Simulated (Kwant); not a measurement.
System: wire with on-site disorder in a CdTe two-dimensional gas. Effective mass 0.096 mₑ, grid spacing 12 nm, hard walls, nominal width 200 nm (17 grid rows, so walls 216 nm apart), one parabolic valley, scattering region 800 nm long along x; energies count from the band bottom; Fermi energy swept from 4.8962e-05 to 0.0012701 eV. On-site energies in the scattering region are random, uniform within ±W/2, W = 0.0069 eV, averaged over 12 samples.

The device is made up for the run: typed textbook-type constants, with dimensions and the other settings drawn at random.

Kwant, effective-mass tight-binding model on a square grid, one spin, coherent transport at 0 K. Conductance is in e²/h.

### Question
How many channels do the leads carry at E = 0.421, 1.16 meV?

### Answer
The hard-wall thresholds are n² ħ²π²/(2mW²) = n² × 0.0840 meV with W = 216 nm. √(0.421/0.0840) = 2.24, so 2. √(1.16/0.0840) = 3.72, so 3.
